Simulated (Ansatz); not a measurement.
SiNF (model structure, Pmn2₁, No. 31, 6 atoms in the cell), treated with PBE (Ansatz, a quantum-chemistry and plane-wave program, PAW).

Run with plane-wave cutoff 520 eV, 12×8×8 k mesh (along the axes of the cell as run), Fermi–Dirac smearing 0.01 eV, scalar-relativistic PAW data made under PBE.

Cell (relaxed with PBE-D3(BJ)):

```
CELL_PARAMETERS angstrom
      2.90848     0.00000     0.00000
      0.00000     5.01311     0.00000
      0.00000     0.00000     4.84632
ATOMIC_POSITIONS crystal
  Si 0.00000 0.38991 0.99028
  N  0.50000 0.48069 0.82194
  F  0.00000 0.07230 0.02111
  Si 0.50000 0.61009 0.49028
  N  0.00000 0.51931 0.32194
  F  0.50000 0.92770 0.52111
```

Q: Estimate the band gap and Γ–Γ gap that the calculation returns.

A: 
band gap: 5.16 eV (direct)
Γ–Γ gap: 5.32 eV

Note: the relaxation could raise the start's symmetry but not lower it, so the cell can be a saddle point; cell and atoms aren't relaxed at this level (pressure 2.2 GPa).

The computed numbers hold no vibrational or temperature effects.

It cost roughly 20 core-seconds of CPU time.

A model structure was made by putting elements into a prototype or built by hand; it is no filed structure, need not be a known phase, and can be a saddle point held by its symmetry.
